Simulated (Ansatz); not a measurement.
Where the default PAW files enter, the runs use the earlier of Ansatz's two default sets.

Given:

```xyz
2
Lattice="2.5640 0.0000 0.0000 -1.2820 2.2205 0.0000 1.2820 -0.7402 2.0935" Properties=species:S:1:pos:R:3 pbc="T T T"
B      0.0000     0.0000     0.0000
N      2.5640     0.0000     1.5701
```

Space group of this cell: F-43m, zinc blende. The cell is taken as given; by r2SCAN its mean pressure is -5.4 GPa.

The current runs along the normal of the first two printed vectors, the (111) plane. All runs by Ansatz (a program for electronic structure), plane waves and PAW, without spin-orbit coupling; the base is r2SCAN.

```tsv
run	mean pressure (GPa)	gap (eV)	mid-gap κ (1/Å)
base	-5.4	4.98	0.339
all lengths scaled by 0.98	19.7	5.05	0.344
all lengths scaled by 1.02	-25.1	4.90	0.333
lda in place of r2scan	-14.4	4.34	0.329
lengths across the current scaled by 0.98, ions clamped	11.0	4.98	0.325
lengths across the current scaled by 1.02, ions clamped	-18.9	?	?
lengths along the current scaled by 0.97, ions clamped	7.0	4.92	0.373
lengths along the current scaled by 1.03, ions clamped	-15.4	?	?
pbesol in place of r2scan	-6.5	?	?
```

Problem. What belongs in the gaps?

Solution. 
- lengths across the current scaled by 1.02, ions clamped, gap (eV): 4.87
- lengths across the current scaled by 1.02, ions clamped, mid-gap κ (1/Å): 0.355
- lengths along the current scaled by 1.03, ions clamped, gap (eV): 4.87
- lengths along the current scaled by 1.03, ions clamped, mid-gap κ (1/Å): 0.311
- pbesol in place of r2scan, gap (eV): 4.27
- pbesol in place of r2scan, mid-gap κ (1/Å): 0.324
